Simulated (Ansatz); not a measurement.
Functionals compared on F on the 1x1 (100) surface of monoclinic HfO2 (cut with top plane 2 O), one in a 1x1 cell, started at the site 'hollow O-O-O over O at depth 6.8 Å', in Ansatz (plane waves, PAW). The structure was relaxed with PBE; the other rows are single points on it, each with its references at the same level. Cutoff 420 eV (500 eV for r2SCAN). The points keep PBE's geometry, so the relaxation of a polaron and the settling of charge on one site are left out.

Host crystal: monoclinic HfO2, with a band gap (PBE, scalar-relativistic without spin-orbit coupling).

Model: 25-atom slab, 9.3 Å thick at the start under the adsorbate (thin: gaps and levels are the slab's own), 4x4x1 mesh, Fermi-Dirac 0.01 eV, dipole correction, 12 atoms held, the rest relaxed; no symmetry held; spin-polarised, ending with about 1.0 μB a cell, a value that depends on the mesh; orders that need a larger cell were not tried, no spin-orbit, no U, no dispersion correction. The slab shows no gap over 0.04 eV on its mesh. At the end it is bonded to Hf. In PBE it is, or lies within 0.03 eV of, the lowest of the starts that converged. These notes are the PBE run's. RPBE: The program's check for a lower electronic state was not made. r2SCAN: The program's check for a lower electronic state was not made. Adsorption energies are against ½ F2(g). A negative adsorption energy means that the adsorbate is more stable on the surface than in its reference.

```
functional  adsorption energy (eV)  work function of the top face (eV)          rough cost of the single point
----------  ----------------------  ----------------------------------  --------------------------------------
PBE                          -1.81                                8.86                                       –
RPBE                         -1.75                                8.73          around 10 core-minutes (rough)
r2SCAN                           ?                                   ?  about 13 core-minutes (a rough figure)
```

**Question.** Some entries are withheld; supply them.

**Answer.** 
- r2SCAN, adsorption energy (eV): -1.94
- r2SCAN, work function of the top face (eV): 9.08

Ansatz is a first-principles code.
